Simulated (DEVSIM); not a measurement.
Structure: abrupt GaSb n-p junction, at 300 K.

Layer 1 from the left is GaSb, thickness (μm) 50.0, Nd (cm⁻³) 8e15, τn (s) 4.4e-8, τp (s) 4.4e-8. Layer 2 from the left is GaSb, thickness (μm) 73.0, Na (cm⁻³) 7.5e17, τn (s) 4.4e-8, τp (s) 4.4e-8.

Left contact: ohmic. Right contact: ohmic. Voltage is applied to the left contact. Recombination: SRH at mid-gap, radiative. Mobility is constant in doping.

This is a model device: material constants are rounded textbook-type values typed into the input, and sizes, dopings and lifetimes were drawn at random. Values at 300 K.

GaSb: gap (eV) 0.726, affinity (eV) 4.06, permittivity 15.7, Nc (cm⁻³) 2.1e17, Nv (cm⁻³) 1.8e19, μn (cm²/Vs) 5000, μp (cm²/Vs) 850, B (cm³/s) 1e-10.

Simulated with DEVSIM: 1D drift-diffusion, Boltzmann statistics, complete ionisation; no tunnelling, impact ionisation, image-force lowering or self-heating.

Dark forward current:

```
|V| (V)  |J| (A/cm²)
-------  -----------
0.05        3.125e-5
0.10       0.0001447
0.15       0.0006657
0.20        0.003517
0.25         0.02099
0.30          0.1341
0.35          0.8591
0.40           4.757
0.45           18.18
0.50           48.28
0.55           102.2
0.60           186.4
0.65           304.1
0.70           454.1
0.75           632.9
0.80           837.0
0.85            1063
0.90            1308
0.95            1571
1.00            1849
1.05            2142
```

Q: Work out the local ideality factor n = ΔV / (kT/q · ln(J2/J1)) between the rows 0.15 and 0.20 V, 0.30 and 0.35 V, 1.00 and 1.05 V.

A: kT/q = 25.85 mV. From 0.15 to 0.20 V: ln(0.003517/0.0006657) = 1.665, n = 1.16. From 0.30 to 0.35 V: ln(0.8591/0.1341) = 1.857, n = 1.04, near the 1 of diffusion or emission over a barrier. From 1.00 to 1.05 V: ln(2142/1849) = 0.147, n = 13.15.

Q: Estimate the current at 0.30 V from the Shockley equation with J0 = Σ q ni² D/(N L) coth(W/L), τ joining the SRH, radiative and Auger lifetimes that are on, and W taken as the whole layer.

A: ni² = 2.40e24 cm⁻⁶; holes in the n layer: μ = 850 cm²/Vs, D = 22.0 cm²/s, τ = 4.25e-8 s, L = 9.66 μm, W/L = 5.2, term 1.09e-6 A/cm²; electrons in the p layer: μ = 5000 cm²/Vs, D = 129 cm²/s, τ = 1.02e-8 s, L = 11.5 μm, W/L = 6.3, term 5.76e-8 A/cm². J0 = 1.15e-6 A/cm², and J = J0 exp(qV/kT) = 0.126 A/cm². The simulation gives 0.134 A/cm²; the estimate lies 5.9 % below. The estimate leaves out recombination in the depletion region and that region's share of W.
